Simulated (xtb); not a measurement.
xtb 6.7.1, GFN2-xTB: CSc1cc2c(s1)-c1sc(-c3c(F)c(F)c(-c4ccc5c(c4)sc4ccccc45)c(F)c3F)cc1C2(C)C, 56 atoms. The geometry is a generated start, not checked to be a minimum at this level.

* **method**: GFN2-xTB
* **--acc**: 1 (default)
* **--etemp (K)**: 300 (default)
* **detailed input (--input)**: none: ANC optimiser, Lindh (1995) Hessian, microcycle=20, maxdispl=1.0, hlow=0.01 (default)
* **basis functions**: 194
* **valence electrons**: 190

The structure is relaxed from this start with --opt LEVEL for the levels crude, sloppy, loose, lax, normal, tight, vtight, extreme, once each. Up to the end of the extreme run atoms move by at most 1.0 Å along an axis.

Q: Which level is enough to come within 1 meV of the tightest end point?

A: tight: 71 cycles against 94, ending 0.13 meV above.

```tsv
level	cycles	energy above the extreme run (meV)	gradient norm (eV/Å)
crude	6	110	0.49
sloppy	20	14	0.31
loose	22	11	0.078
lax	26	7.1	0.087
normal	42	2.2	0.017
tight	71	0.13	0.0072
vtight	94	under 0.01	0.0013
extreme	94	—	0.0013
```
